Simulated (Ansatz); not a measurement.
**ZrN: response to strain**

The parent structure is ZrN in the rock salt structure (space group Fm-3m, No. 225; a = 4.553 Å; relaxed with 0.1 eV smearing). Axes: x, y, z lie along the cube axes.

Strains are applied to the cell and any free atomic positions relax; under biaxial strain the out-of-plane vector relaxes too.

Calculations: Kohn–Sham DFT with the PBEsol functional, run in Ansatz (a program for electronic structure) with PAW and 420 eV plane waves, scalar-relativistic without spin-orbit coupling.

Notes on the quantities. energy relative to the base: free energy F; pressure: mean of the normal stresses, compression positive.

```json
[
 {"variant": "base", "energy relative to the base": "0 meV/atom", "pressure": "0.0 GPa", "space group": "Fm-3m (No. 225)", "volume per atom": "11.79 Å³"},
 {"variant": "biaxial strain −0.82 %, plane normal [001], relaxed out of plane", "energy relative to the base": "+3.3 meV/atom", "pressure": "[?]", "space group": "I4/mmm (No. 139)", "volume per atom": "[?]"},
 {"variant": "biaxial strain −1.13 %, plane normal [110], relaxed out of plane", "energy relative to the base": "+5.1 meV/atom", "pressure": "4.1 GPa", "space group": "Immm (No. 71)", "volume per atom": "11.62 Å³"},
 {"variant": "biaxial strain +1.21 %, plane normal [111], relaxed out of plane", "energy relative to the base": "+4.9 meV/atom", "pressure": "[?]", "space group": "R-3m (No. 166)", "volume per atom": "[?]"},
 {"variant": "isotropic strain −1.10 %", "energy relative to the base": "+11 meV/atom", "pressure": "9.6 GPa", "space group": "Fm-3m (No. 225)", "volume per atom": "11.41 Å³"},
 {"variant": "uniaxial strain ε_xx = −5.89 %", "energy relative to the base": "+95 meV/atom", "pressure": "21.3 GPa", "space group": "I4/mmm (No. 139)", "volume per atom": "11.10 Å³"}
]
```

**Question.** Complete the table.

**Answer.** 
- biaxial strain −0.82 %, plane normal [001], relaxed out of plane, pressure: 3.8 GPa
- biaxial strain −0.82 %, plane normal [001], relaxed out of plane, volume per atom: 11.64 Å³
- biaxial strain +1.21 %, plane normal [111], relaxed out of plane, pressure: -3.6 GPa
- biaxial strain +1.21 %, plane normal [111], relaxed out of plane, volume per atom: 11.96 Å³

Whether these cells are dynamically stable was not tested. The final runs are not spin-polarised. An odd electron count without spin: ZrN.
